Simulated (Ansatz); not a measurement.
Defect: interstitial B in silicon, charge state +1. The step: several atoms move together, Si the farthest; the atom moves 1.69 Å along (-0.21, 0.21, -0.07) of the unit cell; at the start the B atom holds a host Si site and a host atom stands off its site; the moving atom starts with neighbours B at 2.04; 3 Si at 2.52, 3 Si at 2.54 Å and ends with B at 1.89; 2 Si at 2.29 Å. DFT values are from Ansatz (plane-wave PAW, 420 eV unless said) in a cell of 216 host sites, spin-restricted, static, with no finite-size correction. The charge state is imposed; whether it is stable for some Fermi level was not computed. Sites that were not tried may lie lower. For the PBE band: the saddle point's order was not checked, and it lies on a symmetry element of the cell, where a band can be held.

```
Level                                                              Forward barrier (eV)  Cost of the band or of the saddle's single point
-----------------------------------------------------------------  --------------------  ------------------------------------------------
PBE, the Γ point alone, band relaxed                                               0.80                   around 120 core-minutes (rough)
PBE, a 2×2×2 k-point mesh shifted by half a step, same geometries                  0.77                           roughly 50 core-minutes
r2SCAN at 500 eV, the Γ point alone, same geometries                         (withheld)                       very roughly 8 core-minutes
```

Task: Fill in the missing entries.

Result: 
- r2SCAN at 500 eV, the Γ point alone, same geometries, Forward barrier (eV): 0.60

Ansatz is a program for electronic structure.
